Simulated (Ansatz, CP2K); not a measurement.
# ZnNi3Sb2 (P-3m1, 6 atoms in the cell) computed with different codes at matched settings

Self-consistent single point.

```
ZnNi3Sb2
1.0
    4.04555     0.00000     0.00000
   -2.02278     3.50355     0.00000
    0.00000     0.00000     6.19719
Zn Ni Sb
1 3 2
Direct
  0.00000   0.00000   0.00000
  0.00000   0.00000   0.50000
  0.33333   0.66667   0.89170
  0.66667   0.33333   0.10830
  0.33333   0.66667   0.30210
  0.66667   0.33333   0.69790
```

Shared settings, as Ansatz (a first-principles code) writes them: kpoints.mp_grid.grid = 7 7 4; scf.occupations.method = gaussian; scf.occupations.width = 0.0147 Ry. Potentials and cutoffs stand in the table.

```csv
code,model,pressure (GPa),largest force (eV/Å),cutoff
CP2K,"LDA (Pade form), GPW, DZVP-MOLOPT-SR-GTH basis, GTH-PADE potentials (GTH_POTENTIALS)",1.97,0.068,grid 600 Ry
Ansatz,"LDA (PW92), PAW files made with PBE",0.19,0.030,30.9 Ry
```

Size of the force on each atom (eV/Å): Sizes of forces hide their directions.

| code | Zn1 | Ni2 | Ni3 | Ni4 | Sb5 | Sb6 |
|---|---|---|---|---|---|---|
| CP2K | 0.000 | 0.000 | 0.010 | 0.010 | 0.068 | 0.068 |
| Ansatz | 0.000 | 0.000 | 0.030 | 0.030 | 0.024 | 0.024 |

On Ansatz's run: spin-orbit coupling is off. Spin polarisation is off.

The spread over the programs that give each value: pressure within 1.78 GPa; largest force within 0.038 eV/Å.

CP2K uses small atom-centred bases, whose incompleteness enters pressures, forces and empty levels differently from a plane-wave cutoff. Ansatz's pressure is given at a fixed set of plane waves, as the other plane-wave codes print theirs; with its correction for the finite basis it is 0.25 GPa.

The starting cell comes from a database of computed structures (which also holds hypothetical and non-ambient phases and stackings), without a prior relaxation at this level. Its lattice was rescaled by a random factor within 2.5 % of one.

Keys are those of Ansatz 0.2.
